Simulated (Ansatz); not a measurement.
Consider LaPt₃Si (space group P4mm, No. 99; a = 4.0915 Å, c = 5.4615 Å; a cell from a computed database, its experimental status unchecked).

Levels (all Ansatz, a first-principles code, PAW): PBEsol (420 eV, no SOC); PBEsol+SOC (420 eV, spin-orbit coupling included).

The geometry is relaxed with PBEsol.

- PBEsol pressure: 0.0 GPa

Question: Predict the pressure from PBEsol+SOC.

Answer: The pressure goes from zero to -0.4 GPa.

Single points use the geometry relaxed with PBEsol. Differences between runs with and without spin-orbit coupling are approximate. Stability against distortions was not tested. The runs without spin-orbit coupling are not spin-polarised. An odd electron count without spin: LaPt3Si.
